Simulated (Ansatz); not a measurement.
Cost and result by functional for the adsorption energy of F on the 1x1 (0001) surface of corundum (cut with top plane Al), one in a 1x1 cell, started at the site 'hollow Al-O-O-O over O at depth 2.3 Å #2', in Ansatz (plane waves, PAW). Single points on the PBE structure, on one kind of machine; costs are rough ratios of the slab run's core time (references not counted) to the cheapest single point. r2SCAN's cost holds its higher cutoff (500 against 420 eV). Differences are taken against r2SCAN for comparison alone: no measured value is at hand, so the table doesn't rank accuracy. The points keep PBE's geometry, so the relaxation of a polaron and the settling of charge on one site are left out.

Host crystal: corundum, with a band gap (PBE, scalar-relativistic without spin-orbit coupling).

Set-up: 21 atoms, 6.7 Å thick at the start under the adsorbate (thin: gaps and levels are the slab's own); mesh 6x6x1; 0.01 eV smearing; dipole correction on; 9 atoms held, the rest relaxed; no symmetry held; spin-polarised, ending with about 1.0 μB a cell, a value that depends on the mesh; orders that need a larger cell were not tried, no spin-orbit, no U, no dispersion correction. The slab shows no gap over 0.04 eV on its mesh. At the end it is bonded to Al. In PBE it is, or lies within 0.03 eV of, the lowest of the starts that converged. These notes are the PBE run's. r2SCAN: The program's check for a lower electronic state was not made. Adsorption energies are against ½ F2(g). A negative adsorption energy means that the adsorbate is more stable on the surface than in its reference.

| functional | relative cost | adsorption energy (eV) | less r2SCAN (eV) |
|---|---|---|---|
| RPBE | 1 | -2.25 | -0.04 |
| r2SCAN | 2 | -2.21 | 0.00 |
| PBE (the relaxed run's value) | – | -2.24 | -0.03 |

The values span 0.04 eV, while the single points' costs differ by a factor of roughly 2. Differences are of unrounded values.

Ansatz is a program for electronic structure.
